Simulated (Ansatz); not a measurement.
Take KTaO3 in the cubic perovskite structure (space group Pm-3m, No. 221; a = 4.024 Å) as the base.

It is then changed as follows: a hydrostatic pressure of 9 GPa.

Levels (all Ansatz, a program for electronic structure, PAW): PBE (420 eV, no spin-orbit coupling); PBE+SOC (420 eV, noncollinear with spin-orbit coupling).

The geometry is relaxed with PBE.

* **PBE lowest conduction level above the VBM at special points**: Γ 2.26 eV; X 2.43 eV; M 5.21 eV; R 6.66 eV

With PBE+SOC at the same geometry, the electron mass (degenerate bands, along [100]) comes out as 0.26, 0.73 mₑ (at Γ); the lowest conduction level above the VBM at special points goes from Γ 2.26 eV; X 2.43 eV; M 5.21 eV; R 6.66 eV to Γ 2.12 eV; X 2.41 eV; M 5.06 eV; R 6.51 eV; the hole mass (degenerate bands, along [100]) comes out as 1.0, 2.7 mₑ (at R).

Single points use the geometry relaxed with PBE. The spin-orbit shifts are approximate. Spin-orbit coupling, missing from the scalar runs, can matter with Ta. The levels and masses belong to the bands next to the band gap. Load acts through the strain it causes; cell and atoms are relaxed under it. Effective masses come from finite differences of ±0.01 Å⁻¹. Stability against distortions was not tested. Competing high-pressure phases were not computed.
